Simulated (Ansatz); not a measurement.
Bond-angle distributions (per cent of the angles at each element, bins of 10°) of a relaxed model of amorphous Hf₁₈O₄₁Nb₂ at 8.49 g/cm³. All values below come from PBE, scalar-relativistic without spin-orbit coupling (plane waves to 420 eV, PAW; Ansatz, a program for electronic structure).

It comes from a melt-quench run on a machine-learned potential (CHGNet), relaxed afterwards by DFT. O atoms were pushed apart under 1.9 Å during the dynamics, to hinder bonds among them. The hot cell started wider than the set density and was brought back towards it in steps. It is the lowest in DFT energy of 2 quenches. It is a model cell: composition and starting density were chosen by hand, and all elements were melted together. No dispersion term was used. Its density started from a set value of 8.49 and ended at 8.49 g/cm³. The simulated quench (nominally 300 K/ps over its main leg) is rapid and tends to freeze in more defects than a deposited or slowly cooled glass has. Values belong to this one cell and scatter from quench to quench. The volume was held where the preparation left it and the shape relaxed, at a PBE pressure of 1.5 GPa. Stress components on the final sampling reach 1.6 GPa.

Neighbours within Hf-Hf 3.34 Å, Hf-O 2.76 Å, Hf-Nb 3.23 Å, O-O 1.58 Å, O-Nb 2.53 Å, Nb-Nb 3.12 Å count as bonded. Two cations that share two anions don't count as bonded, nor two that share one unless they lie closer than Hf-Hf 3.25 Å, Hf-Nb 3.15 Å, Nb-Nb 3.04 Å.

```csv
angle (°),at Hf,at O,at Nb
50-60,0,0,0
60-70,5,0,0
70-80,26,0,20
80-90,13,4,30
90-100,15,15,13
100-110,9,33,7
110-120,4,12,0
120-130,6,14,0
130-140,5,13,20
140-150,4,7,0
150-160,8,3,3
160-170,4,0,3
170-180,1,0,3
```

They go with these counts of neighbours within the cut-offs, cation contacts included: Hf mean 6.2, most often 6; O mean 3.0, most often 3; Nb mean 6.0, most often 6.
